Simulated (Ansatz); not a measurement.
The slab is Si(111) 1x1 surface, 6 top atoms, 3 bilayers, bottom bilayer H-capped and fixed, every top atom capped by H; cell 11.5 x 6.6 Å; two neighbouring H replaced by OH; about 7 Å thick over the host's atoms, 18 atoms held. Calculation: PBE-D3(BJ) (plane waves to 420 eV, PAW; Ansatz, a program for electronic structure). k mesh 1 x 2 x 1. The slab states were run without spin polarisation. Results hold for this slab, coverage and mesh. All energies are electronic energies at 0 K, without vibrations. Each state was relaxed from one prepared geometry.

One Si2Cl6 a cell is brought to Si(111):H with two OH. Relaxed result near the molecule:

```csv
atom,x (Å),y (Å),z (Å)
H(44),7.678,6.710,11.029
H(45),9.620,3.331,11.027
H(47),4.672,3.346,11.508
Si(a0),6.417,3.866,14.392
Si(a1),6.916,4.108,16.663
Cl(a2),7.115,2.251,17.506
Cl(a3),8.667,5.154,16.873
Cl(a4),5.406,5.133,17.596
Cl(a5),4.674,2.786,14.252
Cl(a6),7.956,2.850,13.507
Cl(a7),6.181,5.725,13.576
```

Problem. What is the adsorption energy against the free Si2Cl6 and the slab before, and how much of it is dispersion?

Solution. -0.45 eV (negative: bound); the D3 term gives -0.46 eV of it. Its closest contacts to the rest of the cell: Cl(a5)...H(47) 2.80 Å, Cl(a6)...H(45) 3.03 Å, Cl(a7)...H(44) 3.11 Å.
